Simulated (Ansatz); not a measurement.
Cd, response to strain

The parent structure is Cd in the hcp (Mg type) structure (space group P6_3/mmc, No. 194; a = 3.029 Å, c = 5.759 Å; relaxed with 0.1 eV smearing).

Strains are applied to the cell and any free atomic positions relax.

The values are results of PBE in Ansatz (plane waves to 420 eV, PAW, without spin-orbit coupling), not measurements.

Candidates:
(a) isotropic strain −0.50 %
(b) isotropic strain −2.50 %
(c) isotropic strain −3.00 %
(d) isotropic strain +3.00 %

Notes on the quantities. energy relative to the base: free energy F.

### Question
Order them by energy relative to the base, lowest first.

### Answer
(a) isotropic strain −0.50 % (+0.7 meV/atom), (b) isotropic strain −2.50 % (+20 meV/atom), (d) isotropic strain +3.00 % (+21 meV/atom), (c) isotropic strain −3.00 % (+30 meV/atom)

Whether these cells are dynamically stable was not tested.

Ansatz is a program for electronic structure.
